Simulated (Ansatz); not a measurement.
**Effect of uniaxial strain ε_zz = +1.50 % on SnTe**

Consider SnTe in the rock salt structure (space group Fm-3m, No. 225; a = 6.289 Å). Axes: x, y, z lie along the cube axes.

Now apply this change: the cell is stretched by 1.50 % along z with no lateral relaxation; the atoms relax in the strained cell.

Level of theory: PBEsol/PAW in Ansatz (an electronic-structure program), without spin-orbit coupling. k-mesh 13×13×13 (Γ-centred); smearing 0.05 eV (Fermi–Dirac).

The volume per atom increases by 0.47 Å³, from 31.09 Å³ to 31.56 Å³ and the space group goes from Fm-3m (No. 225) to I4/mmm (No. 139). The shortest interatomic distance remains 3.145 Å and the energy rises by 2.8 meV/atom. The pressure (mean of the normal stresses, compression positive) falls by 0.65 GPa, from -0.01 GPa to -0.66 GPa and the band gap drops by 0.04 eV, from 0.16 eV to 0.12 eV (uncertain: the edges found look like a band crossing or inverted bands; both cells). The stress (xx, yy, zz, yz, xz, xy; compression positive) comes out as (-0.04, -0.04, -1.88, 0.00, 0.00, 0.00) GPa.

With Te present, leaving out spin-orbit coupling can change the band edges. Stability against distortions was not tested. A zero or small gap of SnTe can be the functional's error rather than a property of the material.
